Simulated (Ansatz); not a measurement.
## What a tighter setting buys: kpoints.mp_grid.grid, AlGaN₂ (P-4m2, 4 atoms in the cell)

```
AlGaN2
1.0
    3.21501     0.00000     0.00000
    0.00000     3.21501     0.00000
    0.00000     0.00000     4.52824
Al Ga N
1 1 2
Cartesian
  1.60750   1.60750   2.26412
  0.00000   0.00000   0.00000
  1.60750   0.00000   3.34302
  0.00000   1.60750   1.18522
```

Method: HSE06, default PAW files made with PBE (plane waves; Ansatz, a program for electronic structure).

Base settings: basis.ecutwfc = 30.9 Ry; kpoints.mp_grid.grid = 5 5 4; hamiltonian.xc = hse06; hamiltonian.pseudopotentials = {kind: paw} (the program's default PAW files); scf.occupations.method = fermi_dirac; scf.occupations.width = 0.0037 Ry.

Misses are taken against the tightest run, 7 7 5, which need not be fully converged itself. The energy is the free energy per atom.

Core times come from one kind of shared machine and are given to one figure; runs under 30 s give none.

The starting cell comes from a database of computed structures (which also holds hypothetical and non-ambient phases and stackings), without a prior relaxation at this level. Its lattice was rescaled by a random factor within 2.5 % of one. In the base run, with a pressure of about -13 GPa the cell is away from its equilibrium volume at this level.

The runs (kpoints.mp_grid.grid): 3 3 2 | 4 4 3 | 5 5 4 | 6 6 4 | 7 7 5.

Task: Which is the coarsest setting among those run that, with all tighter ones, holds the energy within 20 meV/atom of the reference, and what does it save?

Result: 4 4 3, off by 6.9 meV/atom; it ran in under 30 s, against roughly 100 s for the reference.

Task: Which is the coarsest setting among those run that, with all tighter ones, holds the energy within 2 meV/atom of the reference, and what does it save?

Result: 5 5 4, off by 1.4 meV/atom; it needs about 0.4 of the reference's time.

| kpoints.mp_grid.grid | energy less reference (meV/atom) | largest difference in the force on any atom (eV/Å) | core time / reference (rough) |
|---|---|---|---|
| 3 3 2 | 35.06 | 0.088 | – |
| 4 4 3 | 6.86 | 0.016 | – |
| 5 5 4 | 1.42 | 0.003 | 0.4 |
| 6 6 4 | 0.30 | 0.001 | 0.7 |
| 7 7 5 | 0.00 | 0.000 | 1 |

Keys are those of Ansatz 0.2.
